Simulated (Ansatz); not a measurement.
Consider an 8-atom supercell of ZnCu2GeS4 (space group I-4, No. 82; a = 5.360 Å, c = 10.650 Å) at its relaxed geometry.

The values are results of DFT with PBE, PAW potentials and a 420 eV plane-wave cutoff in Ansatz (a first-principles code), no spin-orbit coupling, not measurements.

Before the change:

- Pressure = 0.0 GPa

The change: one Zn atom is replaced by S, atoms relaxed at fixed cell, starting from a slightly rattled geometry.

Q: How does this affect the largest displacement of a host atom from its site in the perfect cell and pressure?

A: The largest displacement of a host atom from its site in the perfect cell comes out as 0.35 Å; the pressure goes from zero to 4.5 GPa.

Other magnetic orders, which the real material may have, were not ruled out. The cell is small, so the values are those of an ordered compound at a high defect concentration; dilute-limit values will differ. The mesh was chosen for an insulator and is coarse for the gapless case. Starting moments died away, wholly or in part, for S on a Zn site (antisite); another magnetic solution may exist. Spin-polarised in the final run: S on a Zn site (antisite); the other runs are not. The defect cell is spin-polarised and ends with 0.0 μB.
